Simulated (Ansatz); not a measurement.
# The (100) surface of fcc Al in its 1x1 cell, outermost plane spacing 2.02 Å in the ideal cut

These are r2SCAN, at the PBE geometry (plane waves to 500 eV, PAW; Ansatz, a quantum-chemistry and plane-wave program) values and carry that method's errors.

Slab: 6 atoms, 10.1 Å thick at the start (thin: gaps and levels are the slab's own); k 13x13x1, smearing 0.1 eV, dipole-corrected; single point; on the structure that PBE left under its start's symmetry; no spin, no spin-orbit, no U.

* **surface energy (mean of both faces)**: 1.06 J/m²
* **work function of the top face**: 4.31 eV
* **cost**: around 20 core-seconds (rough)
